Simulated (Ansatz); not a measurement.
A self-consistent single point of YMgNi4 (R3m, 6 atoms in the cell) with Ansatz (a program for electronic structure).

Computed with PBEsol, default PAW files made with PBE (plane waves; Ansatz).

```
YMgNi4
1.0
    0.00000     3.48165     3.48165
    3.48165     0.00000     3.48165
    3.48165     3.48165     0.00000
Y Mg Ni
1 1 4
Cartesian
  0.02887   0.02887   0.02887
  1.74083   1.74083   1.74083
  4.34127   4.34127   4.34127
  4.34127   2.62203   2.62203
  2.62203   2.62203   4.34127
  2.62203   4.34127   2.62203
```
Moments meant for the start (each program seeds them in its own way; μB, in the order of the atoms Y Mg Ni Ni Ni Ni): 0.0 0.0 2.0 2.0 2.0 2.0.

Reference input (self-consistent single point, DFT, PBEsol, plane waves, default PAW files made with PBE): basis.ecutwfc = 30.9 Ry; kpoints.mp_grid.grid = 6 6 6; hamiltonian.xc = pbesol; hamiltonian.pseudopotentials = {kind: paw} (the program's default PAW files); magnetization.spin_polarized = true; scf.occupations.method = fermi_dirac; scf.occupations.width = 0.0073 Ry. This run's input differs from it in these lines:

Ansatz 0.2 input:
```diff
@@ -15,3 +15,3 @@
 kpoints:
-  mp_grid: { grid: [6, 6, 6] }
+  mp_grid: { grid: [5, 5, 5] }
 hamiltonian:
@@ -22,3 +22,3 @@
 scf:
-  occupations: { method: fermi_dirac, width: 0.0073 Ry }
+  occupations: { method: fermi_dirac, width: 0.0015 Ry }
 output:
```

The program printed (abridged):

```
SCF iter   1: F=—  HF=-28931.695881 eV  |F-HF|=—  |Δ(HF+E_count)|=         —  Δρ=2.14e-1 (↑2.14e-1 ↓5.79e-2)  dr2=1.73e1  dr2_m=1.32e1  M=2.327 μB ∫|m|=2.863 μB  β_m=0.30  ethr=3.10e-3  ⟨swp⟩=5.3  Hψ=7721  notcnv=0
Mixer restart at iter 1: flushing history
all-band conjugate gradients solve this SCF's bands
preconditioner: auto → Kerker (q_TF=auto, 2.773 Å⁻¹)
spin=Collinear: Kerker preconditioning applied to the charge; magnetization (m = ρ↑ − ρ↓) channel mixes plain (no charge-response kernel on spin).
   [... lines left out ...]
SCF iter  14: F=—  HF=-28929.333348 eV  |F-HF|=—  |Δ(HF+E_count)|=   1.92e-9  Δρ=4.68e-6 (↑3.49e-6 ↓4.68e-6)  dr2=3.76e-8  dr2_m=7.16e-10  M=0.377 μB ∫|m|=0.413 μB  β_m=0.77  ethr=1.06e-10  ⟨swp⟩=1.0  Hψ=2318  notcnv=0  defer=270
SCF iter  15: F=-28929.333348 eV  HF=-28929.333348 eV  |F-HF|=1.78e-8  |Δ(HF+E_count)|=   5.82e-9  Δρ=3.11e-6 (↑2.32e-6 ↓3.11e-6)  dr2=1.95e-8  dr2_m=1.84e-10  M=0.377 μB ∫|m|=0.413 μB  ethr=4.04e-11  ⟨swp⟩=7.8  Hψ=9978  notcnv=0
SCF 1 converged in 15 iterations: F = -28929.333348 eV  dr2 = 1.95e-8
WARN: the starting moments were not kept: the SCF closed with an absolute magnetisation of 4.1e-1 μB, where they sum to 8 μB in size (4 sites) …
Magnetization: 0.3768 μB (46.6884 up, 46.3116 down)
   [... lines left out ...]
Absolute magnetization: 0.4127 μB (∫|ρ↑−ρ↓|, with the PAW one-centre terms)
Free energy (F): -28929.333348 eV
Fermi energy:    14.326832 eV
   [... lines left out ...]
  atom   6  Ni    -0.01826325     0.12597920    -0.01826325
--- Stress (GPa, compression-positive) ---
       -3.219615       0.213175       0.213175
        0.213175      -3.219615       0.213175
        0.213175       0.213175      -3.219615
  P = ⅓ Tr σ = -3.2196 GPa (-32.196 kbar)
  The stress holds the Pulay correction. Without it, at fixed plane waves, as pw.x and ABINIT print it: P = -3.2456 GPa
```

The run converged in 15 iterations. Against the reference run the free energy rises by 12.1 meV/atom, the pressure goes from -3.08 to -3.22 GPa, the largest force moves little (0.444 to 0.435 eV/Å) and the size of the net moment goes from 0.00 to 0.06 μB/atom.

The starting cell comes from a database of computed structures (which also holds hypothetical and non-ambient phases and stackings), without a prior relaxation at this level. Its lattice was rescaled by up to half a per cent. One atom was moved a little off its site on purpose. The moments shrank to a small part of their start, a low-spin state that need not be the lowest. The program warned that a starting moment was not kept. With a pressure of about -3 GPa the cell is away from its equilibrium volume at this level. Ansatz's pressure includes its estimate of the finite-basis (Pulay) stress.

Cost on one core of a shared machine: roughly 40 s.
